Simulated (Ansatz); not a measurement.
What uniaxial strain ε_zz = −3.00 % does to SnO

Base system: SnO (space group P4/nmm, No. 129; a = 3.769 Å, c = 4.557 Å; layered, stacked along the Cartesian z axis; relaxed with 0.1 eV smearing). Axes: x, y, z lie along a, b, c of the conventional cell.

One thing is altered: uniaxial strain ε_zz = −3.00 %, all other strain components held at zero, atoms relaxed at fixed cell.

The values are results of DFT with PBEsol-D3(BJ), PAW potentials and a 420 eV plane-wave cutoff in Ansatz (a program for electronic structure), no spin-orbit coupling, not measurements. k-mesh 15×15×13 (Γ-centred); smearing 0.1 eV (Fermi–Dirac).

- Space group = P4/nmm (No. 129) (base P4/nmm (No. 129))
- Energy relative to the base (free energy F) = +3.1 meV/atom
- Pressure (mean of the normal stresses, compression positive) = 1.2 GPa (base 0.0 GPa)
- Band gap = zero (base zero)
- Largest internal atomic displacement = 0.026 Å
- Stress (xx, yy, zz, yz, xz, xy; compression positive) = (0.8, 0.8, 2.1, 0.0, 0.0, 0.0) GPa

Final structure:

```
SnO
1.0
    3.76851     0.00000     0.00000
    0.00000     3.76851     0.00000
    0.00000     0.00000     4.42037
Sn O
2 2
Direct
  0.50000   0.00000   0.74024
  0.00000   0.50000   0.25976
  0.50000   0.50000   0.00000
  0.00000   0.00000   0.00000
```

Whether these cells are dynamically stable was not tested. All final runs are without spin polarisation. A zero or small gap of SnO can be the functional's error rather than a property of the material.
